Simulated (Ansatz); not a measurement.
A self-consistent single point of NiAl (Pm-3m, 2 atoms in the cell) with Ansatz (a quantum-chemistry and plane-wave program).

Computed with LDA (PW92), default PAW files made with PBE (plane waves; Ansatz).

```yaml
crystal:
  lattice:
    - [2.89000, 0.00000, 0.00000]
    - [0.00000, 2.89000, 0.00000]
    - [0.00000, 0.00000, 2.89000]
  atoms:
    - { symbol: Al, position: [0.50000, 0.50000, 0.50000] }
    - { symbol: Ni, position: [0.00000, 0.00000, 0.00000] }
```

Reference input (self-consistent single point, DFT, PBE, plane waves, default PAW files): kpoints.mp_grid.grid = 9 9 9; hamiltonian.xc = pbe; hamiltonian.pseudopotentials = {kind: paw} (the program's default PAW files); scf.occupations.method = gaussian; scf.occupations.width = 0.136 eV. This run's input differs from it in these lines:

Ansatz 0.2 input:
```diff
@@ -12,3 +12,3 @@
 hamiltonian:
-  xc: pbe
+  xc: lda
   pseudopotentials:
```

Output, abridged:

```
SCF iter   1: F=—  HF=-6287.621280 eV  |F-HF|=—  |Δ(HF+E_count)|=         —  Δρ=1.51e-2  dr2=2.37e-2  ethr=1.77e-3  ⟨swp⟩=4.8  Hψ=2388  notcnv=0
all-band conjugate gradients solve this SCF's bands
preconditioner: auto → none
SCF iter   2: F=—  HF=-6287.617254 eV  |F-HF|=—  |Δ(HF+E_count)|=   4.03e-3  Δρ=3.68e-3  dr2=1.19e-3  ethr=1.13e-4  ⟨swp⟩=2.8  Hψ=1063  notcnv=0  defer=6
SCF iter   3: F=—  HF=-6287.617088 eV  |F-HF|=—  |Δ(HF+E_count)|=   1.66e-4  Δρ=9.35e-4  dr2=1.04e-4  ethr=5.68e-6  ⟨swp⟩=1.1  Hψ=538  notcnv=0  defer=7
SCF iter   4: F=—  HF=-6287.617064 eV  |F-HF|=—  |Δ(HF+E_count)|=   2.40e-5  Δρ=1.07e-4  dr2=1.75e-6  ethr=4.95e-7  ⟨swp⟩=1.0  Hψ=510  notcnv=0  defer=6
SCF iter   5: F=—  HF=-6287.617073 eV  |F-HF|=—  |Δ(HF+E_count)|=   9.14e-6  Δρ=5.38e-6  dr2=2.23e-9  ethr=8.31e-9  ⟨swp⟩=2.2  Hψ=803  notcnv=0  defer=6
SCF iter   6: F=-6287.617073 eV  HF=-6287.617073 eV  |F-HF|=9.37e-11  |Δ(HF+E_count)|=   1.27e-9  Δρ=8.60e-7  dr2=1.00e-10  ethr=1.06e-11  ⟨swp⟩=3.3  Hψ=1778  notcnv=0
SCF 1 converged in 6 iterations: F = -6287.617073 eV  dr2 = 1.00e-10
Free energy (F): -6287.617073 eV
Internal energy: -6287.609679 eV  (E = F + TS)
E sigma→0 (E₀):  -6287.613376 eV
Entropy (-TS):   -0.007394 eV (-3.697 meV/atom)
Fermi energy:    13.482424 eV
--- Forces (eV/Å), atoms counted from 1 ---
  atom   1  Al     0.00000000    -0.00000000    -0.00000000
  atom   2  Ni    -0.00000000    -0.00000000     0.00000000
--- Stress (GPa, compression-positive) ---
       -9.942655       0.000000       0.000000
        0.000000      -9.942655       0.000000
        0.000000       0.000000      -9.942655
  P = ⅓ Tr σ = -9.9427 GPa (-99.427 kbar)
  The stress holds the Pulay correction. Without it, at fixed plane waves, as pw.x and ABINIT print it: P = -10.0310 GPa
```

The run converged in 6 iterations. Against the reference run the pressure goes from 0.41 to -9.94 GPa.

The starting cell has typed, rounded lattice constants, without a prior relaxation at this level. Spin polarisation is off. With a pressure of about -10 GPa the cell is away from its equilibrium volume at this level. Ansatz's pressure includes its estimate of the finite-basis (Pulay) stress.
